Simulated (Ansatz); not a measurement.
Results of r²SCAN+rVV10 in Ansatz (plane waves, PAW) for C11b WSi₂.

Settings: plane-wave cutoff 560 eV, 24×24×24 k mesh, Fermi–Dirac smearing 0.05 eV, no spin polarisation, scalar-relativistic PAW data made under PBE.

The cell is scaled about its equilibrium volume:

Shape and atoms are relaxed at each volume.

```csv
V (Å³/atom),P (GPa),c (Å),a (Å)
12.817,10.52,7.708,3.159
13.084,4.97,7.752,3.182
13.351,0.00,7.796,3.206
13.618,-4.48,7.839,3.229
13.885,-8.50,7.882,3.251
```

Note: the bulk modulus comes from volumes at which shape and atoms were relaxed.

Ansatz is an electronic-structure program.
